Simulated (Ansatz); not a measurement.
# Response to strain in Sb

The parent structure is Sb (space group R-3m, No. 166; a = 4.266 Å, c = 10.699 Å (hexagonal axes); relaxed with 0.1 eV smearing). Axes: x lies along a and z along c of the hexagonal cell.

Strains are applied to the cell and any free atomic positions relax; under biaxial strain the out-of-plane vector relaxes too; under stress the whole cell relaxes.

The values are results of Ansatz (a program for electronic structure), PBEsol-D3(BJ), PAW, cutoff 420 eV, no SOC, earlier PAW set, not measurements.

Notes on the quantities. energy relative to the base: free energy F; pressure: mean of the normal stresses, compression positive.

| variant | energy relative to the base | volume per atom | space group | pressure |
|---|---|---|---|---|
| base | 0 meV/atom | 28.10 Å³ | R-3m (No. 166) | 0.0 GPa |
| biaxial strain +2.08 %, plane normal [001], relaxed out of plane | +6.8 meV/atom | 28.53 Å³ | R-3m (No. 166) | -1.2 GPa |
| isotropic strain +5.24 % | +96 meV/atom | 32.75 Å³ | R-3m (No. 166) | -5.8 GPa |
| uniaxial strain ε_yy = +1.21 % | +1.3 meV/atom | 28.44 Å³ | C2/m (No. 12) | -0.7 GPa |
| uniaxial strain ε_zz = −2.96 % | +4.8 meV/atom | 27.27 Å³ | R-3m (No. 166) | 1.4 GPa |
| uniaxial stress, 0.5 GPa compression along z | [?] | [?] | R-3m (No. 166) | – |

What belongs in the blanks?


- uniaxial stress, 0.5 GPa compression along z, energy relative to the base: +0.5 meV/atom
- uniaxial stress, 0.5 GPa compression along z, volume per atom: 27.95 Å³

Beyond what the load breaks, stability against distortions was not tested.
